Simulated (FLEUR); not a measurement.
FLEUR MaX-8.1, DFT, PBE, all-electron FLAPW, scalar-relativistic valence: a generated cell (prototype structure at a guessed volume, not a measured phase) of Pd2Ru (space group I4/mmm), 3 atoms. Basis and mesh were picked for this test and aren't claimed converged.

| Item | Value |
|---|---|
| cell | 4.64, 4.64, 4.64 Å; 138.6, 138.6, 60° |
| task | ground state |
| k mesh | 7×7×7 |
| jspins | 1 |
| itmax | 100 |
| minDistance | 0.0001 me/bohr^3 |
| fermiSmearingEnergy | 0.004 Hartree |
| k-points after symmetry | 40 |
| basis functions | 352 |
| bands | 36 |
| symmetry operations | 16 |
| Kmax (1/bohr) | 4.1 |

Settings of this run: imix = straight, alpha = 0.2, maxIterBroyd = 15, precondParam = 0; 4 ranks.

```
iteration  distance (me/bohr^3)
---------  --------------------
1                   16.97868024
2                    9.61640532
3                    6.37306221
4                    5.05064177
5                    4.06582160
6                    3.55846945
7                    3.09743745
8                    2.94971206
9                    2.78417581
10                   2.83872541
11                   2.83575061
12                   2.98012492
13                   3.05981098
14                   3.24116546
…                             …
51                  10.91939612
52                  11.03901810
53                  11.12557480
54                  11.22758394
55                  11.30098432
56                  11.38724224
57                  11.44903675
58                  11.52147143
…                             …
93                  12.13802956
94                  12.14001227
95                  12.14140852
96                  12.14301929
97                  12.14415360
98                  12.14546203
99                  12.14638342
100                 12.14744615
```

The run ended with the distance of the densities over minDistance after 100 iterations.

Question: Which change of settings makes this cycle converge?

Answer: Several could match; the one computed here: imix = Anderson (default) (13 iterations), all else kept. Counts are of single runs.
